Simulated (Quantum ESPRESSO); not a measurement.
Quantum ESPRESSO is run on Zr2CuS4 (Fd-3m, 14 atoms in the cell), and the run fails. The aim is a self-consistent single point with DFT, PBEsol, plane waves, GBRV 1.5 ultrasoft (PBESOL) pseudopotentials.

Cell that was meant: a = 7.3547 Å, b = 7.3547 Å, c = 7.3547 Å, α = 60.00°, β = 60.00°, γ = 60.00°.

Part of the input:

```fortran
 ibrav = 0
 nat = 14
 ntyp = 3
 ecutwfc = 50.0
 ecutrho = 400
 occupations = 'smearing'
 smearing = 'marzari-vanderbilt'
[...]
S     0.879290000    0.373570000    0.373570000
S     0.876430000    0.876430000    0.876430000
S     0.373570000    0.879290000    0.373570000
S     0,876430000    0,876430000    0,370710000
K_POINTS automatic
4 4 4  1 1 1
```

The program printed (abridged):

```
     This program is part of the open-source Quantum ESPRESSO suite
     for quantum simulation of materials; please cite

[eval_infix.c] A parsing error occurred
helper string:
0,876430000
error code:
Error: invalid token: ,

 %%%%%%%%%%%%%%%%%%%%%%%%%%%%%%%%%%%%%%%%%%%%%%%%%%%%%%%%%%%%%%%%%%%%%%%%%%%%%%
     Error in routine card_atomic_positions (1):
     Error while parsing atomic position card.
 %%%%%%%%%%%%%%%%%%%%%%%%%%%%%%%%%%%%%%%%%%%%%%%%%%%%%%%%%%%%%%%%%%%%%%%%%%%%%%

     stopping ...
```

Read the log: what does the program object to, and what is the fix?

The fault is decimal commas. The program does not read a comma as a decimal mark. To fix it, use decimal points. The program stopped before any SCF iteration.

An input that runs soundly differs in these lines (not the only fix; some lines may just follow from the change or write a value another way):
```diff
- ecutwfc = 50.0
+ ecutwfc = 50
-S     0,876430000    0,876430000    0,370710000
+S     0.876430000    0.876430000    0.370710000
```

With that input, the run converged in 22 iterations: free energy E − TS -19007.9556 eV; Fermi level (on the code's own zero) 9.71 eV; pressure -3.21 GPa; largest force (vector length) 0.011 eV/Å (DFT, PBEsol, plane waves, GBRV 1.5 ultrasoft (PBESOL) pseudopotentials).

On the sound input: the starting cell comes from a database of computed structures (which also holds hypothetical and non-ambient phases and stackings), without a prior relaxation at this level. Spin polarisation is off. With a pressure of about -3 GPa the cell is away from its equilibrium volume at this level.
